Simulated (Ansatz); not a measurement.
Faces of bcc Nb, relaxed in 1x1 cells (a = 3.311 Å):

Method: PBE (plane waves to 420 eV, PAW; Ansatz, a quantum-chemistry and plane-wave program).

```
face   γ (J/m²)
-----  --------
(100)      2.37
(110)      2.08
(111)      2.40
(210)      2.26
(211)      2.36
(221)      2.33
(310)      2.30
(320)      2.20
(321)      2.29
(322)      2.39
(331)      2.28
(332)      2.36
```

**Question.** In the Wulff construction from these faces alone, which appear on the equilibrium crystal, and with what shares of the area?

**Answer.** (110) 54 %, (310) 13 %, (321) 13 %, (320) 10 %, (210) 5 %, (332) 3 %, (100) 1 %, (221) 1 %. Cut off by their neighbours: (111), (211), (322), (331). (331) misses by under 0.01 J/m². The area-weighted mean is 2.17 J/m².
